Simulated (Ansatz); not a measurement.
Reference: monolayer PbI2, PBE, rigid bands (plane waves, PAW, scalar-relativistic; Ansatz, a program for electronic structure); axes and stresses refer to this cell.

```xyz
3
Lattice="4.6699 0.0000 0.0000 -2.3349 4.0442 0.0000 0.0000 0.0000 19.7422" Properties=species:S:1:pos:R:3 pbc="T T T"
Pb     0.0000     0.0000     9.8711
I      0.0000     2.6962    11.7322
I      2.3349     1.3481     8.0100
```

The electron conductivity mass is 0.30 mₑ, the hole conductivity mass comes out as 1.53 mₑ and the band gap comes out as 2.52 eV.

### Question
Change: biaxial strain -3 %. What happens to electron conductivity mass, hole conductivity mass, band gap?

### Answer
electron conductivity mass decreases to 0.29 mₑ; hole conductivity mass decreases to 1.30 mₑ; band gap grows to 2.63 eV.

Masses are for dilute carriers at 300 K, harmonic means over directions unless an axis is named. Spin-orbit coupling is left out unless a row names it; without it the gap and masses of crystals with these elements can be far off. The structure type is held under load, also where the real crystal would transform.
